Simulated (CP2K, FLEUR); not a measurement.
A CP2K input for a self-consistent single point of SnF₃ (Fm-3m, 8 atoms in the cell) (DFT PBEsol, GPW, DZVP-MOLOPT-SR-GTH basis, GTH-PBE potentials (GTH_POTENTIALS)):

```
&GLOBAL
  PROJECT calc
  RUN_TYPE ENERGY_FORCE
  PRINT_LEVEL LOW
&END GLOBAL
&FORCE_EVAL
  METHOD Quickstep
  STRESS_TENSOR ANALYTICAL
  &DFT
    BASIS_SET_FILE_NAME BASIS_MOLOPT
    POTENTIAL_FILE_NAME GTH_POTENTIALS
    &QS
      METHOD GPW
      EPS_DEFAULT 1E-10
    &END QS
    &MGRID
      CUTOFF 550
      REL_CUTOFF 50
      NGRIDS 5
    &END MGRID
    &SCF
      SCF_GUESS ATOMIC
      EPS_SCF 1E-6
      MAX_SCF 100
      ADDED_MOS 9
      &DIAGONALIZATION
        ALGORITHM STANDARD
      &END DIAGONALIZATION
      &MIXING
        METHOD BROYDEN_MIXING
        ALPHA 0.3
        NBUFFER 8
        BETA 1.5
      &END MIXING
      &SMEAR ON
        METHOD FERMI_DIRAC
        ELECTRONIC_TEMPERATURE [K] 580.23
      &END SMEAR
    &END SCF
    &KPOINTS
      SCHEME MACDONALD 6 6 6 0.08333333333 0.08333333333 0.08333333333
    &END KPOINTS
    &XC
      &XC_FUNCTIONAL
        &PBE
          PARAMETRIZATION PBESOL
        &END PBE
      &END XC_FUNCTIONAL
    &END XC
    &PRINT
      &MO
        EIGENVALUES T
        OCCUPATION_NUMBERS T
        NDIGITS 8
        FILENAME mo
        &EACH
          QS_SCF 0
        &END EACH
        ADD_LAST NUMERIC
      &END MO
      &MULLIKEN OFF
      &END MULLIKEN
    &END PRINT
  &END DFT
  &SUBSYS
    &CELL
      A 6.09871700 0.00000000 0.00000000
      B 3.04935800 5.28164400 0.00000000
      C 3.04935800 1.76054800 4.97958100
      PERIODIC XYZ
    &END CELL
    &COORD
      SCALED
      Sn       0.50000000     0.50000000     0.50000000
      Sn       0.00000000     0.00000000     0.00000000
      F        0.72819000     0.27181000     0.72819000
      F        0.27181000     0.72819000     0.27181000
      F        0.72819000     0.27181000     0.27181000
      F        0.27181000     0.72819000     0.72819000
      F        0.72819000     0.72819000     0.27181000
      F        0.27181000     0.27181000     0.72819000
    &END COORD
    &KIND Sn
      BASIS_SET DZVP-MOLOPT-SR-GTH-q4
      POTENTIAL GTH-PBE-q4
    &END KIND
    &KIND F
      BASIS_SET DZVP-MOLOPT-SR-GTH-q7
      POTENTIAL GTH-PBE-q7
    &END KIND
  &END SUBSYS
  &PRINT
    &FORCES ON
    &END FORCES
    &STRESS_TENSOR ON
    &END STRESS_TENSOR
  &END PRINT
&END FORCE_EVAL
```

Problem. Translate this input to FLEUR.

Solution. One input that does it (others would too):

Input of the input generator:

```
SnF3
&input film=f /
0.0000000000 4.3124440000 4.3124440000
4.3124440000 0.0000000000 4.3124440000
4.3124440000 4.3124440000 0.0000000000
1.8897261246
1.0 1.0 1.0

8
50 0.5000000000 0.5000000000 0.5000000000
50 -0.0000000000 0.0000000000 -0.0000000000
9 0.7281900000 0.2718100000 0.7281900000
9 0.2718100000 0.7281900000 0.2718100000
9 0.7281900000 0.2718100000 0.2718100000
9 0.2718100000 0.7281900000 0.7281900000
9 0.7281900000 0.7281900000 0.2718100000
9 0.2718100000 0.2718100000 0.7281900000

&comp jspins=1 /
&exco xctyp='PBEs' /
&kpt div1=6 div2=6 div3=6 gamma=t /
&end /
```

```xml
<?xml version="1.0" encoding="UTF-8" standalone="no"?>
<fleurInput fleurInputVersion="0.39">
   <comment>
      SnF3                                                                                                
   </comment>
   <calculationSetup>
      <cutoffs Kmax="4.7" Gmax="14.1" GmaxXC="14.1" numbands="0"/>
      <scfLoop itmax="100" minDistance="0.00001" maxIterBroyd="40" imix="Anderson" alpha="0.05" precondParam="0.0" spinf="2.0"/>
      <coreElectrons ctail="T" frcor="F" kcrel="0" coretail_lmax="0"/>
      <xcFunctional name="PBEs" relativisticCorrections="F"/>
      <magnetism jspins="1"/>
      <soc l_soc="F" theta="0.0" phi="0.0" spav="F"/>
      <expertModes spex="0" secvar="F"/>
      <geometryOptimization l_f="T" forcealpha="1.0" forcemix="BFGS" epsdisp="0.00001" epsforce="0.00001"/>
      <ldaU l_linMix="F" mixParam="0.05" spinf="1.0"/>
   </calculationSetup>
   <cell>
      <bzIntegration valenceElectrons="70.0" mode="hist" fermiSmearingEnergy="0.00183747">
         <kPointListSelection listName="default-1"/>
         <!-- k-points included here -->
         <xi:include xmlns:xi="http://www.w3.org/2001/XInclude" href="kpts.xml"> </xi:include>
      </bzIntegration>
      <!-- symmetry operations included here -->
      <xi:include xmlns:xi="http://www.w3.org/2001/XInclude" href="sym.xml"> </xi:include>
      <bulkLattice scale="1.0">
         <bravaisMatrix>
            <row-1>    0.0000000000000000     8.1493380876745221     8.1493380876745221</row-1>
            <row-2>    8.1493380876745221     0.0000000000000000     8.1493380876745221</row-2>
            <row-3>    8.1493380876745221     8.1493380876745221     0.0000000000000000</row-3>
         </bravaisMatrix>
      </bulkLattice>
   </cell>
   <atomSpecies>
      <species name="Tin (Sn)" element="Sn" atomicNumber="50">
         <mtSphere radius="2.22" gridPoints="767" logIncrement="0.017"/>
         <atomicCutoffs lmax="8" lnonsphr="6"/>
         <electronConfig flipSpins="F">
            <coreConfig>(1s1/2) (2s1/2) (2p1/2) (2p3/2) (3s1/2) (3p1/2) (3p3/2) (4s1/2) (3d3/2) (3d5/2) (4p1/2) (4p3/2)</coreConfig>
            <valenceConfig>(5s1/2) (4d3/2) (4d5/2) (5p1/2) (5p3/2)</valenceConfig>
            <stateOccupation state="(5p1/2)" spinUp="0.3333333333333" spinDown="0.3333333333333"/>
            <stateOccupation state="(5p3/2)" spinUp="0.6666666666667" spinDown="0.6666666666667"/>
         </electronConfig>
         <energyParameters s="5" p="5" d="5" f="4"/>
         <lo type="SCLO" l="2" n="4" eDeriv="0"/>
      </species>
      <species name="Fluorine (F)" element="F" atomicNumber="9">
         <mtSphere radius="1.25" gridPoints="433" logIncrement="0.024"/>
         <atomicCutoffs lmax="6" lnonsphr="4"/>
         <electronConfig flipSpins="F">
            <coreConfig>(1s1/2)</coreConfig>
            <valenceConfig>(2s1/2) (2p1/2) (2p3/2)</valenceConfig>
            <stateOccupation state="(2p1/2)" spinUp="0.8333333333333" spinDown="0.8333333333333"/>
            <stateOccupation state="(2p3/2)" spinUp="1.6666666666667" spinDown="1.6666666666667"/>
         </electronConfig>
         <energyParameters s="2" p="2" d="3" f="4"/>
      </species>
   </atomSpecies>
   <atomGroups>
      <atomGroup species="Tin (Sn)">
         <relPos label="                   1">1.000/2.000 1.000/2.000 1.000/2.000</relPos>
         <force calculate="T" relaxXYZ="TTT"/>
      </atomGroup>
      <atomGroup species="Tin (Sn)">
         <relPos label="                   2">.0000000000 .0000000000 .0000000000</relPos>
         <force calculate="T" relaxXYZ="TTT"/>
      </atomGroup>
      <atomGroup species="Fluorine (F)">
         <relPos label="                   3">-.2718100000 .2718100000 -.2718100000</relPos>
         <relPos label="                   4">.2718100000 -.2718100000 .2718100000</relPos>
         <relPos label="                   5">-.2718100000 .2718100000 .2718100000</relPos>
         <relPos label="                   6">.2718100000 -.2718100000 -.2718100000</relPos>
         <relPos label="                   7">-.2718100000 -.2718100000 .2718100000</relPos>
         <relPos label="                   8">.2718100000 .2718100000 -.2718100000</relPos>
         <force calculate="T" relaxXYZ="TTT"/>
      </atomGroup>
   </atomGroups>
   <output dos="F" band="F" slice="F">
      <checks vchk="F" cdinf="F"/>
      <bandDOS minEnergy="-.5*Htr" maxEnergy="0.5*Htr" sigma="0.015" storeEVData="T"/>
      <vacuumDOS vacdos="F" integ="F" star="F" nstars="0" locx1="0.0" locy1="0.0" locx2="0.0" locy2="0.0" nstm="0" tworkf="0.0"/>
      <unfoldingBand unfoldBand="F" supercellX="1" supercellY="1" supercellZ="1"/>
      <plotting iplot="0" polar="F">
         <plot TwoD="T" vec1="  1.0  0.0  0.0" vec2="  0.0  1.0  0.0" vec3="  0.0  0.0  1.0" zero="  0.0  0.0  0.0" file="plot"/>
      </plotting>
      <chargeDensitySlicing numkpt="0" minEigenval="0.0" maxEigenval="0.0" nnne="0" pallst="F"/>
      <specialOutput eonly="F"/>
      <magneticCircularDichroism mcd="F" energyLo="-10.0" energyUp="0.0"/>
   </output>
  <!-- We include the file relax.xml here to enable relaxations (see documentation) -->
  <xi:include xmlns:xi="http://www.w3.org/2001/XInclude" href="relax.xml"> <xi:fallback/> </xi:include>
</fleurInput>
```

Basis, cutoffs, solver keys and any potentials are the target program's own. This input uses DFT, PBEsol, all-electron FLAPW (FLEUR), scalar-relativistic valence.

The starting cell comes from a database of computed structures (which also holds hypothetical and non-ambient phases and stackings), without a prior relaxation at this level. Its lattice was rescaled by a random factor within 2.5 % of one.
